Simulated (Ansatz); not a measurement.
Results of HSE06 (PAW; Ansatz, an electronic-structure program) for BaTe (Pm-3m, No. 221, 2 atoms in the cell; start mp-2600; a measured phase of this formula has another space group).

Run with plane-wave cutoff 520 eV, 6×6×6 k mesh, finite displacements, scalar-relativistic PAW data made under PBE.

Computed at the level's own relaxed cell.

```yaml
crystal:
  lattice:
    - [4.22628, 0.00000, 0.00000]
    - [0.00000, 4.22628, 0.00000]
    - [0.00000, 0.00000, 4.22628]
  atoms:
    - { symbol: Ba, position: [0.00000, 0.00000, 0.00000] }
    - { symbol: Te, position: [0.50000, 0.50000, 0.50000] }
```

Harmonic phonon frequencies (cm⁻¹; i marks an imaginary mode; at Γ without the LO shift):

```tsv
q point	frequencies
Γ	(withheld)
X	36 36 56 56 105 116
M	24 29 71 71 93 93
R	80 80 80 87 87 87
```

**Question.** Fill in the missing entries.

**Answer.** 
- Γ, frequencies: 0 0 0 68 68 68

No imaginary mode appears at these points.

Note: the relaxation could not lower the start's symmetry, so the cell can be a saddle point above a distorted one.

A start named mp-… is a Materials Project structure, which need not be a measured phase.
